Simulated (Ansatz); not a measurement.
An Ansatz (a program for electronic structure) run: LaIr2; PBEsol/PAW in Ansatz, no spin-orbit coupling.

Input:

Ansatz 0.2 input:
```yaml
crystal:
  lattice:
    - [0, 3.8191592831, 3.8191592831]
    - [3.8191592831, 0, 3.8191592831]
    - [3.8191592831, 3.8191592831, 0]
  atoms:
    - { symbol: La, position: [0, 0, 0] }
    - { symbol: La, position: [0.25, 0.25, 0.25] }
    - { symbol: Ir, position: [0.625, 0.625, 0.625] }
    - { symbol: Ir, position: [0.125, 0.625, 0.625] }
    - { symbol: Ir, position: [0.625, 0.625, 0.125] }
    - { symbol: Ir, position: [0.625, 0.125, 0.625] }
basis: { ecutwfc: 420, ecutrho_ratio: 4, xc_grid: 2, fft_grid_basis: typed }
kpoints: { mp_grid: { grid: [11, 11, 11] } }
hamiltonian:
  xc: pbesol
  dispersion: none
  pseudopotentials: { kind: paw }
scf: { occupations: { method: fermi_dirac, width: 0.05 }, convergence: { dr2_threshold: 0.0000000006 } }
output: { forces: true, stress: true }
```

Output (explanatory and most iteration lines left out):

```
Pseudopotential: La, paw, valence charge 11
Pseudopotential: Ir, paw, valence charge 17
Crystal: 6 atoms, lattice volume = 111.412 Å³
Basis set: ecut = 420 eV, 2109 PW (Γ), exchange–correlation on 80×80×80 points (8 copies of the dense FFT grid, shifted against one another)
Bands: 54, of which v1, the nominal top of the filled ones, is band 45 counted from 1 (44 counted from 0)
Symmetry: 48 space group operations
Space group: Fd-3m (ITA 227), of the structure as read, at distance tolerance 4.8e-5 Å
k-points: 56 of 1331
Functional: x = pbesol(κ = 0.804, μ = 0.12345679012345678), c = pbesol(β = 0.046)
SCF iter   1: F=—  HF=-59522.819103 eV  |F-HF|=—  |Δ(HF+E_count)|=         —  Δρ=4.62e-3  dr2=1.11e-2  ethr=1.77e-3  ⟨swp⟩=6.6  Hψ=12392  notcnv=0  defer=13
SCF iter   2: F=—  HF=-59522.817942 eV  |F-HF|=—  |Δ(HF+E_count)|=   1.16e-3  Δρ=2.49e-3  dr2=3.83e-3  ethr=1.23e-5  ⟨swp⟩=2.9  Hψ=6966  notcnv=0  defer=51
SCF 1 converged in 8 iterations: F = -59522.817050 eV  dr2 = 4.50e-11
SCF converged after 8 iterations
Free energy (F): -59522.817050 eV
Internal energy: -59522.795717 eV  (E = F + TS)
E sigma→0 (E₀):  -59522.806384 eV
Entropy (-TS):   -0.021332 eV (-3.555 meV/atom)
Fermi energy:    19.968846 eV
--- Forces (eV/Å), atoms counted from 1 ---
  atom   1  La    -0.00000000    -0.00000000     0.00000000
  atom   2  La     0.00000000     0.00000000     0.00000000
  atom   3  Ir     0.00000000    -0.00000000     0.00000000
  atom   4  Ir     0.00000000    -0.00000000     0.00000000
  atom   5  Ir     0.00000000    -0.00000000     0.00000000
  atom   6  Ir     0.00000000    -0.00000000    -0.00000000
--- Stress (GPa, compression-positive) ---
        0.000076       0.000000       0.000000
       -0.000000       0.000076       0.000000
        0.000000      -0.000000       0.000076
  P = ⅓ Tr σ = 0.0001 GPa (0.001 kbar)
```

No phonon test of stability was made. The final runs are not spin-polarised. The cell is LaIr2 in the cubic Laves (MgCu2 type) structure (space group Fd-3m, No. 227).
